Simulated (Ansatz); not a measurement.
The starting structures come from a database of crystals and need not be the phases stable at ambient conditions.

Where the default PAW files enter, the runs use the earlier of Ansatz's two default sets.

The decay constant κ of evanescent states in the gap governs leakage through a thin film.

Data:

```
CELL_PARAMETERS angstrom
      3.75684     0.00000     0.00000
     -1.87842     3.25352     0.00000
      1.87842     1.08451     3.06745
ATOMIC_POSITIONS crystal
  Mg 0.00000 0.00000 0.00000
  S  0.00000 0.50000 0.50000
```

Space group of this cell: Fm-3m, rock salt. The cell is strained (all lengths scaled by 1.02); by r2SCAN its mean pressure is -4.3 GPa.

Transport runs along the normal of the first two printed cell vectors, the (111) plane of the conventional cell.

The gap is the functional's own. No spin-orbit coupling. Mid-gap values are those at the computed energy nearest the middle.

Q: State the band gap and the smallest decay constant κ at mid-gap according to r2SCAN (Ansatz, a program for electronic structure).

A: Gap 3.33 eV on a 12×12×12 mesh; κ = 0.231 1/Å, at the zone centre.
